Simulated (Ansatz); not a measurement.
Thermal properties of MoP (P-6m2, relaxed from the WC type) at 300 K from the quasi-harmonic free energy in Ansatz (plane waves, PAW), for several functionals and conditions. The first row is the reference, at zero pressure. The cell was generated from a structure type, relaxed within its symmetry, and need not be the phase found at ambient conditions. The run noted for some of its cells that some bands missed the eigensolver's tolerance.

```csv
run,q mesh / k mesh,V (Å³/atom),α_a (10⁻⁶/K),α_c (10⁻⁶/K),bulk modulus B_T (GPa),γ,C_P (J/mol/K)
PBEsol,4×4×3 / 12×12×12,14.22,5.4,5.3,227,1.47,43.0
"PBEsol, coarser phonon mesh (3×3×2)",3×3×2 / 12×12×10,14.22,5.8,4.9,227,1.50,43.0
PBE (phonon mesh 3×3×3),3×3×3 / 12×12×12,14.64,6.5,4.9,208,1.53,43.5
"PBEsol, pressure 30 GPa",4×4×3 / 12×12×12,12.80,___,4.4,___,1.27,40.4
"PBEsol, pressure 5 GPa",4×4×3 / 12×12×12,13.93,4.7,5.0,249,1.43,42.4
```

**Question.** Fill in the missing entries.

**Answer.** 
- PBEsol, pressure 30 GPa, α_a (10⁻⁶/K): 2.5
- PBEsol, pressure 30 GPa, bulk modulus B_T (GPa): 349

Whether this phase is the stable one at each condition was not tested. The runs of MoP (PBE), MoP (PBEsol) noted for some cells that some bands missed the eigensolver's tolerance; how far this moves their values was not measured.

The PAW data sets were generated under PBE and serve the other functionals too.

Ansatz is an electronic-structure program.
